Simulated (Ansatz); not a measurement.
## Short convergence ladders for Ti₃B₄ (Imm2, 7 atoms in the cell)

```
CELL_PARAMETERS angstrom
     -1.51006     1.62176     6.82834
      1.51006    -1.62176     6.82834
      1.51006     1.62176    -6.82834
ATOMIC_POSITIONS crystal
  Ti 0.18906 0.68906 0.50000
  Ti 0.81460 0.31460 0.50000
  Ti 0.00000 0.00000 0.00000
  B  0.36822 0.86822 0.50000
  B  0.63178 0.13178 0.50000
  B  0.43567 0.43567 0.00000
  B  0.56433 0.56433 0.00000
```

Base method: PBEsol, default PAW files made with PBE (plane waves; Ansatz, an electronic-structure program).

Base settings: basis.ecutwfc = 420 eV; kpoints.mp_grid.grid = 9 9 9; hamiltonian.xc = pbesol; hamiltonian.pseudopotentials = {kind: paw} (the program's default PAW files); scf.occupations.method = gaussian; scf.occupations.width = 0.1 eV.

The count of work is k-points × plane waves × bands × iterations; it is no time. 

**Shifted k-point meshes**

In this ladder: kpoints.mp_grid.shift = 0.5 0.5 0.5.

Only quantities that move along the ladder and can be compared are tabulated.

```csv
kpoints.mp_grid.grid,free energy less the last step's (meV/atom),pressure (GPa),largest difference of a force vector from the last step's (eV/Å),count of work / last
3 3 3,-7.42,-1.65,0.120,0.0052
4 4 4,-0.05,-1.44,0.037,0.011
5 5 5,4.33,-1.26,0.096,0.020
7 7 7,-0.23,-1.32,0.059,0.048
9 9 9,-0.32,-1.35,0.025,0.094
11 11 11,0.28,-1.31,0.008,0.16
14 14 14,-0.13,-1.33,0.004,0.32
17 17 17,-0.01,-1.32,0.002,0.55
21 21 21,0.00,-1.33,0.000,1.0
```

Coarsest kpoints.mp_grid.grid that holds the free energy within 0.5 meV/atom of the last step, with all finer ones: 7 7 7, at 0.048 of the last step's count of work; the step before is off by 4.3 meV/atom.

Coarsest kpoints.mp_grid.grid that holds the pressure within 0.05 GPa of the last step, with all finer ones: 7 7 7, at 0.048 of the last step's count of work; the step before is off by 0.07 GPa.

Coarsest kpoints.mp_grid.grid that holds the forces within 0.01 eV/Å of the last step, with all finer ones: 11 11 11, at 0.16 of the last step's count of work; the step before is off by 0.025 eV/Å.

**The k-point mesh at a smearing width of 0.3 eV**

In this ladder: scf.occupations.width = 0.3 eV.

Only quantities that move along the ladder and can be compared are tabulated.

| kpoints.mp_grid.grid | free energy less the last step's (meV/atom) | pressure (GPa) | largest difference of a force vector from the last step's (eV/Å) | count of work / last |
|---|---|---|---|---|
| 5 5 5 | 2.76 | -1.18 | 0.035 | 0.023 |
| 6 6 6 | -0.47 | -1.26 | 0.017 | 0.039 |
| 8 8 8 | -0.11 | -1.25 | 0.012 | 0.081 |
| 9 9 9 | -0.06 | -1.25 | 0.003 | 0.11 |
| 11 11 11 | 0.03 | -1.24 | 0.003 | 0.19 |
| 16 16 16 | 0.00 | -1.24 | 0.000 | 0.53 |
| 20 20 20 | 0.00 | -1.24 | 0.000 | 1.0 |

Coarsest kpoints.mp_grid.grid that holds the free energy within 2 meV/atom of the last step, with all finer ones: 6 6 6, at 0.039 of the last step's count of work; the step before is off by 2.8 meV/atom.

Coarsest kpoints.mp_grid.grid that holds the pressure within 0.05 GPa of the last step, with all finer ones: 6 6 6, at 0.039 of the last step's count of work; the step before is off by 0.06 GPa.

Coarsest kpoints.mp_grid.grid that holds the forces within 0.02 eV/Å of the last step, with all finer ones: 6 6 6, at 0.039 of the last step's count of work; the step before is off by 0.035 eV/Å.

**The width of Methfessel-Paxton smearing**

In this ladder: kpoints.mp_grid.grid = 15 15 15; scf.occupations.method = methfessel_paxton.

Narrow widths need finer meshes than wide ones, so the last steps can hold mesh noise.

Only quantities that move along the ladder and can be compared are tabulated; pressure and forces are left out, as mesh noise rules them at narrow widths.

```csv
scf.occupations.width,free energy less the last step's (meV/atom)
1 eV,1.76
0.5 eV,1.89
0.3 eV,0.86
0.2 eV,0.16
0.1 eV,0.00
```

Widest scf.occupations.width that holds the free energy within 1 meV/atom of the last step, with all finer ones: 0.3 eV; the step before is off by 1.9 meV/atom.

On the base run: the starting cell comes from a database of computed structures (which also holds hypothetical and non-ambient phases and stackings), without a prior relaxation at this level. Its lattice was rescaled by up to half a per cent. One atom was moved a little off its site on purpose. Spin polarisation is off. Ansatz's pressure includes its estimate of the finite-basis (Pulay) stress.

Left out of this page: 2 runs of the series outside the window shown, repeating another row's setting, or not comparable; 1 run of the series stopped by limits of time or memory.

Keys are those of Ansatz 0.2.
